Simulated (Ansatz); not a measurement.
## Convergence study of the plane-wave cutoff for NbZn₃ (P4mm, 4 atoms in the cell)

```
NbZn3
1.0
    3.89825     0.00000     0.00000
    0.00000     3.89825     0.00000
    0.00000     0.00000     3.89825
Nb Zn
1 3
Direct
  0.00000   0.00000   0.01283
  0.50000   0.00000   0.50000
  0.00000   0.50000   0.50000
  0.50000   0.50000   0.00000
```

Method of the run: LDA (PW92), default PAW files made with PBE (plane waves; Ansatz, a first-principles code).

Base settings: basis.ecutwfc = 420 eV; kpoints.mp_grid.grid = 7 7 7; hamiltonian.xc = lda; hamiltonian.pseudopotentials = {kind: paw} (the program's default PAW files); scf.occupations.method = gaussian; scf.occupations.width = 0.1 eV.

The second cell is the first with its lattice scaled by 0.98.

The mesh stays at the base's, so the ladder's end is converged at best in this setting alone.

The first pressure column holds Ansatz's estimate of the finite-basis (Pulay) stress, which hides part of the cutoff error; the other is without it.

Only quantities that move along the ladder and can be compared are tabulated.

The count of work is k-points × plane waves × bands × iterations; it is no time. 

The starting cell comes from a database of computed structures (which also holds hypothetical and non-ambient phases and stackings), without a prior relaxation at this level. Its lattice was rescaled by up to half a per cent. One atom was moved a little off its site on purpose. Spin polarisation is off. In the base run, with a pressure of about -6 GPa the cell is away from its equilibrium volume at this level.

Steps (basis.ecutwfc): 145 eV; 170 eV; 190 eV; 210 eV; 230 eV; 250 eV; 295 eV; 335 eV; 380 eV; 420 eV; 460 eV; 505 eV; 565 eV; 630 eV; 735 eV; 840 eV; 1010 eV.

Problem. What is the coarsest basis.ecutwfc that holds the energy of the compressed cell less the first within 0.2 meV/atom of the last step, with all finer ones?

Solution. 380 eV, at 0.23 of the last step's count of work; the step before is off by 0.96 meV/atom.

Problem. What is the coarsest basis.ecutwfc that holds the pressure without the Pulay estimate within 1 GPa of the last step, with all finer ones?

Solution. 380 eV, at 0.23 of the last step's count of work; the step before is off by 2.0 GPa.

Problem. What is the coarsest basis.ecutwfc that holds the forces within 0.01 eV/Å of the last step, with all finer ones?

Solution. 335 eV, at 0.18 of the last step's count of work; the step before is off by 0.021 eV/Å.

```tsv
basis.ecutwfc	free energy less the last step's (meV/atom)	energy of the compressed cell less the first (meV/atom)	pressure (GPa)	pressure without the Pulay estimate (GPa)	largest difference of a force vector from the last step's (eV/Å)	count of work / last
145 eV	29855.50	-84.40	-14.14	-1001.20	0.641	0.082
170 eV	14113.08	-228.25	-15.80	-543.92	0.183	0.089
190 eV	7658.93	-86.90	-16.31	-333.62	0.298	0.11
210 eV	4119.71	-65.89	-5.59	-206.97	0.155	0.11
230 eV	2099.65	8.57	-2.42	-125.26	0.025	0.12
250 eV	987.51	16.36	-1.34	-72.75	0.056	0.13
295 eV	131.41	-7.49	-5.78	-19.39	0.021	0.16
335 eV	17.21	-11.78	-6.29	-8.39	0.002	0.18
380 eV	2.99	-12.72	-6.38	-6.58	0.001	0.23
420 eV	1.52	-12.72	-6.36	-6.42	0.000	0.27
460 eV	1.03	-12.72	-6.37	-6.38	0.000	0.31
505 eV	0.90	-12.74	-6.37	-6.37	0.000	0.35
565 eV	0.73	-12.74	-6.37	-6.39	0.000	0.42
630 eV	0.41	-12.75	-6.37	-6.39	0.000	0.48
735 eV	0.12	-12.75	-6.37	-6.37	0.000	0.62
840 eV	0.04	-12.74	-6.37	-6.37	0.000	0.84
1010 eV	0.00	-12.75	-6.37	-6.37	0.000	1.0
```

The energy difference between the two cells stays within 1 meV/atom of the last step's from 335 eV on, the total only from 505 eV on: much of the error is common to both cells and cancels.

At the lowest cutoff the pressure without the Pulay estimate lies 995 GPa under the last step's, the usual sign of Pulay stress in an incomplete plane-wave basis.

Keys are those of Ansatz 0.2.
